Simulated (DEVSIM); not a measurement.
Structure: illuminated Si n-on-p cell, one wavelength, with a back-surface field, at 250 K.

| layer (left to right) | material | thickness (μm) | Nd (cm⁻³) | Na (cm⁻³) | τn (s) | τp (s) | absorption coefficient (cm⁻¹) |
|---|---|---|---|---|---|---|---|
| 1 | Si | 0.270 | 2.2e18 | - | 2.2e-7 | 8.4e-8 | 6300 |
| 2 | Si | 31.0 | - | 1e17 | 1.1e-6 | 1.1e-6 | 6300 |
| 3 | Si | 0.150 | - | 8.4e18 | 1.1e-6 | 1.1e-6 | 6300 |

Left contact: ohmic, minority hole recombination velocity 3000 cm/s. Right contact: ohmic, minority electron recombination velocity 9000 cm/s. Voltage is applied to the left contact. Recombination: SRH at mid-gap, radiative, Auger. Light enters at the left, 2.6e18 photons cm⁻² s⁻¹, one pass, no reflection. Mobility is μmin + (μ − μmin)/(1 + (N/Nref)^α).

The device is made up for the run: typed textbook-type constants, with dimensions and the other settings drawn at random. Values at 300 K; Nc and Nv go as T^1.5, mobilities as T to minus their exponent, the gap by Varshni's rule with the affinity fixed.

```
parameter               Si
----------------  --------
gap (eV)             1.124
affinity (eV)         4.05
permittivity          11.7
Nc (cm⁻³)          2.86e19
Nv (cm⁻³)           3.1e19
μn (cm²/Vs)           1417
μp (cm²/Vs)            470
μn,min                  52
μp,min                  45
Nref,n              9.7e16
Nref,p              2.2e17
αn                    0.68
αp                    0.72
T exponent of μn       2.3
T exponent of μp       2.2
B (cm³/s)          4.7e-15
Cn (cm⁶/s)         2.8e-31
Cp (cm⁶/s)         9.9e-32
Varshni α (eV/K)  0.000473
Varshni β (K)          636
```

DEVSIM, 1D drift-diffusion, Boltzmann statistics, complete ionisation; no tunnelling, impact ionisation, image-force lowering or self-heating.

The photon flux was swept, all else fixed.

```
photon flux (cm^-2 s^-1)  short-circuit current (mA/cm²)  largest power (mW/cm²)  open-circuit voltage (V)
------------------------  ------------------------------  ----------------------  ------------------------
7.8e16                                              12.3                    7.77                     0.726
2.6e17                                              41.0                    26.9                     0.752
7.8e17                                               123                    83.5                     0.776
2.6e18                                               410                     289                     0.802
7.8e18                                              1230                     894                     0.826
2.6e19                                              4100                    3090                     0.854
7.8e19                                             12300                    9540                     0.883
```

From the first row to the last the short-circuit current goes from 12.3 to 12300. From the first row to the last the largest power goes from 7.77 to 9540.
